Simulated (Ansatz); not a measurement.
Base system: Cu in the fcc (Cu type) structure (space group Fm-3m, No. 225).

```xyz
1
Lattice="0.0000 1.7589 1.7589 1.7589 0.0000 1.7589 1.7589 1.7589 0.0000" Properties=species:S:1:pos:R:3 pbc="T T T"
Cu     0.0000     0.0000     0.0000
```

The values are results of LDA (Ansatz, a program for electronic structure; PAW; 420 eV plane waves; scalar-relativistic without spin-orbit coupling), not measurements.

Base values:

```
Property            Value
---------------  --------
Volume per atom  10.88 Å³
```

Now apply this change: cell and atoms relaxed at a pressure of 0.9 GPa.

Problem. How does this affect the volume per atom?

Solution. The volume per atom decreases by 0.05 Å³ to 10.83 Å³.

Load acts through the strain it causes; cell and atoms are relaxed under it. No phonon test of stability was made. The final runs are not spin-polarised.
